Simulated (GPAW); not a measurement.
Input and output of a self-consistent single point for SiO₂ (P4_2/mnm, 6 atoms in the cell) (GPAW).

Level of theory: LDA (Perdew-Wang 92), GPAW PAW datasets LDA (gpaw-data 1.0.1) (plane waves; GPAW).

```xyz
6
Lattice="4.1621 0.0000 0.0000 0.0000 4.1621 0.0000 0.0000 0.0000 2.6482" Properties=species:S:1:pos:R:3 pbc="T T T"
Si     2.0810     2.0810     1.3241
Si     0.0000     0.0000     0.0000
O      2.8850     2.8850     0.0000
O      1.2771     1.2771     0.0000
O      3.3581     0.8039     1.3241
O      0.8039     3.3581     1.3241
```

Reference input (self-consistent single point, DFT PBE, plane waves, GPAW PAW datasets PBE (gpaw-data 1.0.1)): mode = pw; ecut = 900 eV; xc = PBE; kpts = 4 4 6; mesh shift (steps) = 0 0 0; occupations.name = fermi-dirac; occupations.width = 0 eV; nbands = -8; convergence.density = 1e-05 e/electron; convergence.energy = 1e-05 eV/electron; convergence.bands = -6; symmetry.symmorphic = false. This run's input differs from it in these lines:

```diff
@@ -17,3 +17,3 @@
 calc = GPAW(mode={'name': 'pw', 'ecut': 900},
-            xc='PBE',
+            xc='LDA',
             kpts={'size': (4, 4, 6), 'gamma': True},
```

Its files differ too (potentials: GPAW PAW datasets LDA (gpaw-data 1.0.1)).

Output, abridged:

```
     iter     time        total  log10-change:
                         energy   eigst   dens
iter:   1 --:--:--   -56.827236   +0.47
iter:   2 --:--:--   -55.796014   -0.47  -0.78
iter:   3 --:--:--   -52.632909   -0.37  -0.83
iter:   4 --:--:--   -52.692265   -0.91  -1.18
iter:   5 --:--:--   -52.561604   -1.36  -1.36
iter:   6 --:--:--   -52.548128   -2.25  -2.03
iter:   7 --:--:--   -52.555947   -2.55  -2.50
iter:   8 --:--:--   -52.546547   -2.87  -2.19
iter:   9 --:--:--   -52.546563   -3.78  -3.37
iter:  10 --:--:--   -52.546691c  -4.13  -3.24
iter:  11 --:--:--   -52.546549c  -4.25  -3.09
iter:  12 --:--:--   -52.546533c  -4.86  -3.60
iter:  13 --:--:--   -52.546535c  -5.29  -4.06
iter:  14 --:--:--   -52.546531c  -5.51  -3.88
iter:  15 --:--:--   -52.546530c  -5.98  -4.36
iter:  16 --:--:--   -52.546530c  -6.26  -4.46
iter:  17 --:--:--   -52.546530c  -6.62  -4.48
iter:  18 --:--:--   -52.546530c  -6.99  -4.52
iter:  19 --:--:--   -52.546530c  -7.42c -4.99
iter:  20 --:--:--   -52.546530c  -7.58c -5.13c
Converged after 20 iterations.

Dipole moment: (0.000000, 0.000000, -0.000000) |e|*Ang

Energy contributions relative to reference atoms: (reference = -23829.058639)

Kinetic:        +56.706967
Potential:      -47.784981
External:        +0.000000
XC:             -62.236279
Entropy (-ST):   +0.000000
Local:           +0.767762
SIC:             +0.000000
--------------------------
Free energy:    -52.546530
Extrapolated:   -52.546530

Showing only first 2 kpts
 Kpt  Band  Eigenvalues  Occupancy
  0    14      7.75727    2.00000
  0    15      8.61586    2.00000
  0    16     14.56197    0.00000
  0    17     15.15317    0.00000

  1    14      7.46019    2.00000
  1    15      8.26846    2.00000
  1    16     15.66663    0.00000
  1    17     17.04001    0.00000

Fermi level: 11.58891

Gap: 5.946 eV
Transition (v -> c):
   [... lines left out ...]
  0 Si    0.00000    0.00000    0.00000
  1 Si    0.00000    0.00000    0.00000
  2 O     0.24228    0.24228    0.00000
  3 O    -0.24228   -0.24228    0.00000
  4 O    -0.24228    0.24228    0.00000
  5 O     0.24228   -0.24228    0.00000

Stress tensor:
    -0.033117     0.000000     0.000000
     0.000000    -0.033117     0.000000
     0.000000     0.000000    -0.062357
Stress (GPa, Voigt): [-5.3059 -5.3059 -9.9907  0.      0.      0.    ]
```

The run converged in 20 iterations. GPAW prints stress with tension positive. Against the reference run the largest force goes from 0.477 to 0.343 eV/Å and the gap on the mesh goes from 5.979 to 5.946 eV.

At such cutoffs GPAW's stress carries a finite-basis (Pulay) error, which enters relaxed cells too; its log prints stress with tension positive.

The starting cell comes from a database of computed structures (which also holds hypothetical and non-ambient phases and stackings), without a prior relaxation at this level. Its lattice was rescaled by a random factor within 2.5 % of one.
